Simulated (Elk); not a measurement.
## Converging the basis cutoff: InP (R3m, 2 atoms in the cell)

```yaml
crystal:
  lattice:
    - [0.00000, 2.92619, 2.92619]
    - [2.92619, 0.00000, 2.92619]
    - [2.92619, 2.92619, 0.00000]
  atoms:
    - { symbol: In, position: [0.00493, 0.00493, 0.00493] }
    - { symbol: P, position: [0.25000, 0.25000, 0.25000] }
```

Method of the run: Elk with LDA (PW92), all-electron FP-LAPW, Elk's shipped species files, default APW+lo basis.

Base settings: xctype = 3; rgkmax = 7; stype = 3; swidth = 0.000734986 Ha; ngridk = 3 3 3; rmtscf = 0.92.

The second cell is the first with its lattice scaled by 0.98.

The mesh stays at the base's, so the ladder's end is converged at best in this setting alone.

Only quantities that move along the ladder and can be compared are tabulated; the gap is left out on so coarse a mesh.

The starting cell has typed, rounded lattice constants, without a prior relaxation at this level. Its lattice was rescaled by up to half a per cent. One atom was moved a little off its site on purpose. Values depend on the basis (sphere radii, cutoffs, local orbitals), which need not be converged.

Steps (rgkmax): 4.14; 4.43; 4.7; 4.95; 5.19; 5.42; 5.86; 6.26; 6.64; 7; 7.34; 7.67; 8.13; 8.57; 9.26.

Question: What is the coarsest rgkmax that holds the energy of the compressed cell less the first within 0.5 meV/atom?

Answer: Not settled: the last two steps still differ by 1.2 meV/atom, over half the tolerance, so the ladder does not show it.

Question: What is the coarsest rgkmax that holds the free energy within 5 meV/atom?

Answer: Not settled: the last two steps still differ by 6.0 meV/atom, over half the tolerance, so the ladder does not show it.

```csv
rgkmax,free energy less the last step's (meV/atom),energy of the compressed cell less the first (meV/atom)
4.14,5495.02,-206.55
4.43,3793.28,-145.51
4.7,2852.47,-101.32
4.95,1943.53,143.09
5.19,1585.75,-29.81
5.42,1177.90,52.70
5.86,637.11,10.09
6.26,366.93,30.29
6.64,198.34,50.93
7,118.51,24.85
7.34,64.89,34.95
7.67,41.77,21.94
8.13,17.10,23.30
8.57,6.02,25.06
9.26,0.00,23.86
```
